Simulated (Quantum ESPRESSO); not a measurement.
# Convergence study of the k-point mesh at a smearing width of 0.05 eV for Ir (Fm-3m, 1 atom in the cell)

```xyz
1
Lattice="-1.9104 0.0000 1.9104 0.0000 1.9104 1.9104 -1.9104 1.9104 0.0000" Properties=species:S:1:pos:R:3 pbc="T T T"
Ir     0.0000     0.0000     0.0000
```

Computed with PBE, PseudoDojo standard norm-conserving (PBE) pseudopotentials (plane waves; Quantum ESPRESSO).

Base settings: ecutwfc = 70 Ry; occupations = smearing; smearing = gauss; degauss = 0.0073499 Ry; potentials = {Ir: Ir.upf}; K_POINTS = automatic 15 15 15 0 0 0; conv_thr = 1e-11 Ry; mixing_beta = 0.7.

In this ladder: degauss = 0.0036749 Ry.

The second cell is the first with its lattice scaled by 0.98.

Only quantities that move along the ladder and can be compared are tabulated.

The count of work is k-points × plane waves × bands × iterations; it is no time. 

The starting cell has typed, rounded lattice constants, without a prior relaxation at this level. Its lattice was rescaled by up to half a per cent. Spin polarisation is off. In the base run, with a pressure of about 14 GPa the cell is away from its equilibrium volume at this level.

Steps (K_POINTS): automatic 5 5 5 0 0 0; automatic 6 6 6 0 0 0; automatic 8 8 8 0 0 0; automatic 9 9 9 0 0 0; automatic 11 11 11 0 0 0; automatic 13 13 13 0 0 0; automatic 16 16 16 0 0 0; automatic 20 20 20 0 0 0; automatic 24 24 24 0 0 0; automatic 29 29 29 0 0 0.

Task: What is the coarsest K_POINTS that holds the energy of the compressed cell less the first within 2 meV/atom of the last step, with all finer ones?

Result: automatic 13 13 13 0 0 0, at 0.14 of the last step's count of work; the step before is off by 2.9 meV/atom.

Task: What is the coarsest K_POINTS that holds the free energy within 5 meV/atom of the last step, with all finer ones?

Result: automatic 20 20 20 0 0 0, at 0.38 of the last step's count of work; the step before is off by 11 meV/atom.

Task: What is the coarsest K_POINTS that holds the pressure within 0.05 GPa of the last step, with all finer ones?

Result: automatic 24 24 24 0 0 0; the step before is off by 0.11 GPa.

| K_POINTS | free energy less the last step's (meV/atom) | energy of the compressed cell less the first (meV/atom) | pressure (GPa) | count of work / last |
|---|---|---|---|---|
| automatic 5 5 5 0 0 0 | 257.96 | 168.89 | 18.67 | 0.015 |
| automatic 6 6 6 0 0 0 | 65.89 | 148.63 | 15.01 | 0.027 |
| automatic 8 8 8 0 0 0 | 78.59 | 151.66 | 15.60 | 0.049 |
| automatic 9 9 9 0 0 0 | -21.99 | 140.50 | 13.58 | 0.059 |
| automatic 11 11 11 0 0 0 | 29.86 | 146.40 | 14.64 | 0.083 |
| automatic 13 13 13 0 0 0 | 9.30 | 144.85 | 14.37 | 0.14 |
| automatic 16 16 16 0 0 0 | 10.69 | 144.90 | 14.39 | 0.21 |
| automatic 20 20 20 0 0 0 | -4.14 | 143.00 | 14.02 | 0.38 |
| automatic 24 24 24 0 0 0 | 1.30 | 143.58 | 14.14 | 0.70 |
| automatic 29 29 29 0 0 0 | 0.00 | 143.53 | 14.13 | 1.0 |

Two neighbours can agree and both be off: automatic 13 13 13 0 0 0 and automatic 16 16 16 0 0 0 differ by 0.05 meV/atom in the energy of the compressed cell less the first, yet lie about 1.4 meV/atom from the last step.
